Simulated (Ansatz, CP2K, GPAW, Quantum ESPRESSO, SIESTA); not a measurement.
## BaSn3S4 (P1, 8 atoms in the cell) computed with different codes at matched settings

Self-consistent single point, at a second geometry (atoms moved at random). First geometry:

```
CELL_PARAMETERS angstrom
      4.44901     0.00000     0.00000
      0.00000     4.20507     0.00000
     -0.10178     0.00000    11.74555
ATOMIC_POSITIONS crystal
  Ba 0.41811 0.50000 0.61265
  Sn 0.14952 0.50000 0.10585
  Sn 0.63280 0.00000 0.35863
  Sn 0.87009 0.00000 0.87999
  S  0.48191 0.50000 0.88226
  S  0.00887 0.50000 0.35101
  S  0.51747 0.00000 0.14764
  S  0.92122 0.00000 0.66198
```

Second geometry:
```
CELL_PARAMETERS angstrom
      4.44901     0.00000     0.00000
      0.00000     4.20507     0.00000
     -0.10178     0.00000    11.74555
ATOMIC_POSITIONS crystal
  Ba 0.42363 0.51016 0.60942
  Sn 0.14103 0.50613 0.10423
  Sn 0.63208 0.99304 0.35758
  Sn 0.87536 0.01056 0.87811
  S  0.49491 0.48823 0.88225
  S  0.99767 0.48714 0.35470
  S  0.51498 0.99614 0.14996
  S  0.92034 0.00860 0.66376
```

Shared settings, as Ansatz (a program for electronic structure) writes them: kpoints.mp_grid.grid = 3 4 2; scf.occupations.method = fermi_dirac; scf.occupations.width = 0.0037 Ry. Potentials and cutoffs stand in the table.

| code | model | ΔF from the first geometry (meV/atom) | pressure (GPa) | largest force (eV/Å) | gap on the mesh (eV) | cutoff |
|---|---|---|---|---|---|---|
| Ansatz | LDA (PW92), PAW files made with PBE | 3.8 | -4.09 | 0.288 | 1.313 | 30.9 Ry |
| SIESTA | LDA PW92, numerical atomic orbitals TZP, PseudoDojo LDA standard norm-conserving potentials (rewritten from UPF to PSML) | 5.9 | -3.85 | 0.399 | 1.282 | grid 400 Ry |
| CP2K | LDA (Pade form), GPW, DZVP-MOLOPT-SR-GTH basis, GTH-PADE potentials (GTH_POTENTIALS) | 2.6 | -3.72 | 0.285 | 1.282 | grid 500 Ry |
| GPAW | LDA (Perdew-Wang 92), GPAW PAW datasets LDA (gpaw-data 1.0.1) | 3.1 | -4.05 | 0.288 | 1.291 | 600 eV |
| Quantum ESPRESSO | LDA (PZ), GBRV 1.5 ultrasoft (LDA) pseudopotentials | 3.8 | -4.02 | 0.283 | 1.305 | 40 Ry |

Size of the force on each atom (eV/Å): Sizes of forces hide their directions.

```csv
code,Ba1,Sn2,Sn3,Sn4,S5,S6,S7,S8
Ansatz,0.124,0.288,0.194,0.275,0.183,0.101,0.261,0.162
SIESTA,0.206,0.186,0.281,0.323,0.332,0.175,0.399,0.364
CP2K,0.132,0.285,0.116,0.257,0.171,0.088,0.208,0.072
GPAW,0.110,0.288,0.164,0.266,0.174,0.099,0.243,0.109
Quantum ESPRESSO,0.113,0.278,0.200,0.283,0.189,0.106,0.272,0.151
```

Gaps are read on the mesh.

The spread over the programs that give each value: ΔF from the first geometry within 3.3 meV/atom; pressure within 0.37 GPa; largest force within 0.116 eV/Å; gap on the mesh within 0.031 eV.

SIESTA and CP2K use small atom-centred bases, whose incompleteness enters pressures, forces and empty levels differently from a plane-wave cutoff. Ansatz's pressure is given at a fixed set of plane waves, as the other plane-wave codes print theirs. The same LDA comes in different parametrisations, which differ slightly. In the force vectors, SIESTA (by 0.213) and CP2K (by 0.083) lie more than 0.08 eV/Å from the median of the plane-wave programs.

The starting cell comes from a database of computed structures (which also holds hypothetical and non-ambient phases and stackings), without a prior relaxation at this level. For this run, on top of that: atoms moved at random.

Keys are those of Ansatz 0.2.
